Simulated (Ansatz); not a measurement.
antifluorite Mg2Si (1 1 1) on zinc-blende CdTe (1 1 1) (film strained to the substrate, started from cuts of the bulks and a machine-learned relaxation; metallic at this level, with no gap by band count; slabs Cd4Te4 and Mg6Si3, which can lie off the formulas)…

A periodic stack without vacuum, antifluorite Mg2Si (1 1 1) on zinc-blende CdTe (1 1 1) (film strained to the substrate, started from cuts of the bulks and a machine-learned relaxation; metallic at this level, with no gap by band count; slabs Cd4Te4 and Mg6Si3, which can lie off the formulas): substrate slab Cd4Te4, film Mg6Si3, surface cells [[0, 1], [-1, 0]] and [[0, 1], [-1, 0]], film strained by +4.0 and +4.0 %, outermost planes Cd/Te and Mg/Mg as cut, which need not be the usual terminations and can put a slab off its formula.

The start was prepared with a machine-learned potential, and the result is one local minimum, with the in-plane cell held and forces under 0.04 eV/Å; the film can end far from its bulk form.

These are PBE (plane waves to 420 eV, PAW; Ansatz, a quantum-chemistry and plane-wave program) values and carry that method's errors. Spin–orbit coupling is left out; the runs are not spin-polarised. Its k-point mesh 6×6×1, Fermi–Dirac width 0.05 eV.

- interface area: 19.0 Å²
- period: 26.37 Å
- heights between the nearest atoms of the two slabs at the two interfaces: 2.86 and 1.94 Å
- Cd–Mg contacts across the interfaces within 1.22 times the sum of covalent radii: 3, mean 3.33 Å
- Mg–Te contacts across the interfaces within 1.22 times the sum of covalent radii: 2, mean 2.96 Å
- Cd–Si contacts across the interfaces within 1.22 times the sum of covalent radii: 1, mean 2.68 Å
- two interfaces: unlike, so that offsets are their mean

```yaml
crystal:
  lattice:
    - [4.67918, 0.00580, -0.13401]
    - [-2.33616, 4.04037, 0.37926]
    - [0.79940, 0.70409, 26.49082]
  atoms:
    - { symbol: Cd, position: [0.45085, 0.88630, 0.03161] }
    - { symbol: Cd, position: [0.74418, 0.44450, 0.18598] }
    - { symbol: Cd, position: [0.02684, 0.01344, 0.33018] }
    - { symbol: Cd, position: [0.31206, 0.58974, 0.47513] }
    - { symbol: Te, position: [0.77002, 0.52396, 0.07403] }
    - { symbol: Te, position: [0.06537, 0.08852, 0.21929] }
    - { symbol: Te, position: [0.34846, 0.65761, 0.36457] }
    - { symbol: Te, position: [0.63330, 0.23334, 0.50965] }
    - { symbol: Mg, position: [0.59605, 0.16832, 0.61795] }
    - { symbol: Mg, position: [0.23939, 0.45699, 0.68416] }
    - { symbol: Mg, position: [0.88049, 0.74130, 0.75419] }
    - { symbol: Mg, position: [0.52302, 0.02822, 0.82135] }
    - { symbol: Mg, position: [0.16268, 0.31119, 0.89272] }
    - { symbol: Mg, position: [0.80670, 0.59996, 0.95805] }
    - { symbol: Si, position: [0.91703, 0.81125, 0.65299] }
    - { symbol: Si, position: [0.20026, 0.38176, 0.79192] }
    - { symbol: Si, position: [0.48323, 0.95262, 0.92986] }
```
